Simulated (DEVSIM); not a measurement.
System: CdS/CdTe n-p heterojunction, at 400 K.

| layer (left to right) | material | thickness (μm) | Nd (cm⁻³) | Na (cm⁻³) | τn (s) | τp (s) |
|---|---|---|---|---|---|---|
| 1 | CdS | 0.580 | 3.3e14 | - | 2e-9 | 2e-9 |
| 2 | CdTe | 0.270 | - | 1.8e17 | 2e-9 | 2e-9 |

Left contact: ohmic. Right contact: ohmic. Voltage is applied to the left contact. Recombination: SRH at mid-gap, Auger. Mobility is constant in doping.

The device is made up for the run: typed textbook-type constants, with dimensions and the other settings drawn at random. Values at 300 K; Nc and Nv go as T^1.5, mobilities as T to minus their exponent, the gap by Varshni's rule with the affinity fixed.

| parameter | CdS | CdTe |
|---|---|---|
| gap (eV) | 2.4 | 1.5 |
| affinity (eV) | 4.3 | 4.28 |
| permittivity | 9 | 10.2 |
| Nc (cm⁻³) | 2.2e18 | 8e17 |
| Nv (cm⁻³) | 1.8e19 | 1.8e19 |
| μn (cm²/Vs) | 300 | 1000 |
| μp (cm²/Vs) | 25 | 80 |
| T exponent of μn | 1.5 | 1.7 |
| T exponent of μp | 1.5 | 1.5 |
| Cn (cm⁶/s) | 1e-30 | 1e-30 |
| Cp (cm⁶/s) | 1e-30 | 1e-30 |
| Varshni α (eV/K) | 0.00039 | 0.00031 |
| Varshni β (K) | 103 | 108 |

Model (solved in DEVSIM): 1D drift-diffusion, Boltzmann statistics, complete ionisation; no tunnelling, impact ionisation, image-force lowering or self-heating. Band offsets follow the typed affinities; no thermionic-emission limit at abrupt steps, no polarisation charge.

Tabulate band edges, carrier densities and field at -1.1 V on the left contact.

Energies count from the Fermi level of the right contact; mesh points crowd at the junctions.

```json
[
 {"x (μm)": "0.000", "Ec (eV)": "1.418", "Ev (eV)": "-0.945", "n (cm⁻³)": "3.3e14", "p (cm⁻³)": "< 1e2", "field (V/cm)": "-2200"},
 {"x (μm)": "0.004398", "Ec (eV)": "1.417", "Ev (eV)": "-0.946", "n (cm⁻³)": "3.3e14", "p (cm⁻³)": "14000", "field (V/cm)": "-2200"},
 {"x (μm)": "0.01348", "Ec (eV)": "1.415", "Ev (eV)": "-0.948", "n (cm⁻³)": "3.3e14", "p (cm⁻³)": "43000", "field (V/cm)": "-2200"},
 {"x (μm)": "0.03002", "Ec (eV)": "1.412", "Ev (eV)": "-0.951", "n (cm⁻³)": "3.3e14", "p (cm⁻³)": "90000", "field (V/cm)": "-2200"},
 {"x (μm)": "0.07950", "Ec (eV)": "1.401", "Ev (eV)": "-0.962", "n (cm⁻³)": "3.3e14", "p (cm⁻³)": "210000", "field (V/cm)": "-2200"},
 {"x (μm)": "0.1555", "Ec (eV)": "1.384", "Ev (eV)": "-0.979", "n (cm⁻³)": "3.4e14", "p (cm⁻³)": "340000", "field (V/cm)": "-2200"},
 {"x (μm)": "0.3016", "Ec (eV)": "1.351", "Ev (eV)": "-1.012", "n (cm⁻³)": "3.6e14", "p (cm⁻³)": "490000", "field (V/cm)": "-2300"},
 {"x (μm)": "0.4629", "Ec (eV)": "1.313", "Ev (eV)": "-1.050", "n (cm⁻³)": "4.8e14", "p (cm⁻³)": "600000", "field (V/cm)": "-2500"},
 {"x (μm)": "0.5232", "Ec (eV)": "1.297", "Ev (eV)": "-1.066", "n (cm⁻³)": "5.9e14", "p (cm⁻³)": "630000", "field (V/cm)": "-2800"},
 {"x (μm)": "0.5524", "Ec (eV)": "1.288", "Ev (eV)": "-1.075", "n (cm⁻³)": "6.9e14", "p (cm⁻³)": "630000", "field (V/cm)": "-2900"},
 {"x (μm)": "0.5678", "Ec (eV)": "1.284", "Ev (eV)": "-1.079", "n (cm⁻³)": "7.5e14", "p (cm⁻³)": "630000", "field (V/cm)": "-3100"},
 {"x (μm)": "0.5778", "Ec (eV)": "1.281", "Ev (eV)": "-1.082", "n (cm⁻³)": "8.0e14", "p (cm⁻³)": "630000", "field (V/cm)": "-3200"},
 {"x (μm)": "0.5816", "Ec (eV)": "1.300", "Ev (eV)": "-0.171", "n (cm⁻³)": "1.7e14", "p (cm⁻³)": "1.9e17", "field (V/cm)": "-2400"},
 {"x (μm)": "0.5873", "Ec (eV)": "1.299", "Ev (eV)": "-0.172", "n (cm⁻³)": "1.7e14", "p (cm⁻³)": "1.9e17", "field (V/cm)": "-1400"},
 {"x (μm)": "0.6043", "Ec (eV)": "1.297", "Ev (eV)": "-0.173", "n (cm⁻³)": "1.6e14", "p (cm⁻³)": "1.8e17", "field (V/cm)": "-260"},
 {"x (μm)": "0.6300", "Ec (eV)": "1.297", "Ev (eV)": "-0.174", "n (cm⁻³)": "1.5e14", "p (cm⁻³)": "1.8e17", "field (V/cm)": "-24"},
 {"x (μm)": "0.6781", "Ec (eV)": "1.297", "Ev (eV)": "-0.174", "n (cm⁻³)": "1.1e14", "p (cm⁻³)": "1.8e17", "field (V/cm)": "≈ 0"},
 {"x (μm)": "0.7567", "Ec (eV)": "1.297", "Ev (eV)": "-0.174", "n (cm⁻³)": "6.2e13", "p (cm⁻³)": "1.8e17", "field (V/cm)": "≈ 0"},
 {"x (μm)": "0.8136", "Ec (eV)": "1.297", "Ev (eV)": "-0.174", "n (cm⁻³)": "2.4e13", "p (cm⁻³)": "1.8e17", "field (V/cm)": "≈ 0"},
 {"x (μm)": "0.8329", "Ec (eV)": "1.297", "Ev (eV)": "-0.174", "n (cm⁻³)": "1.1e13", "p (cm⁻³)": "1.8e17", "field (V/cm)": "≈ 0"},
 {"x (μm)": "0.8432", "Ec (eV)": "1.297", "Ev (eV)": "-0.174", "n (cm⁻³)": "4.5e12", "p (cm⁻³)": "1.8e17", "field (V/cm)": "≈ 0"},
 {"x (μm)": "0.8500", "Ec (eV)": "1.297", "Ev (eV)": "-0.174", "n (cm⁻³)": "< 1e2", "p (cm⁻³)": "1.8e17", "field (V/cm)": "≈ 0"}
]
```
